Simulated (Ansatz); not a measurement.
How the band gap of SrZrO3 (model structure, R3c, No. 161, 10 atoms in the cell) moves with the method

No measured value is used here.

```json
[
 {"level (code)": "LDA (Ansatz)", "value (eV)": "?"},
 {"level (code)": "PBEsol (Ansatz)", "value (eV)": "3.75"},
 {"level (code)": "PBEsol+SOC (Ansatz)", "value (eV)": "3.74 (indirect)"},
 {"level (code)": "HSE06 (Ansatz)", "value (eV)": "5.36"}
]
```

Question: Fill in the missing entries.

Answer: 
- LDA (Ansatz, a first-principles code), value (eV): 3.71

Computed values are for a static lattice. Spin–orbit coupling is included only where a level's name says +SOC; with heavier elements it mostly lowers gaps and can invert bands.  PBEsol+SOC: the gap is read on the k mesh or supercell of the run alone and can be too large. Values are at the PBEsol cell. Cutoffs and k meshes differ between the levels. Ansatz's density-functional and Hartree–Fock values are scalar-relativistic unless marked +SOC, with PAW data made under PBE.

A model structure was made by putting elements into a prototype or built by hand; it is no filed structure, need not be a known phase, and can be a saddle point held by its symmetry.
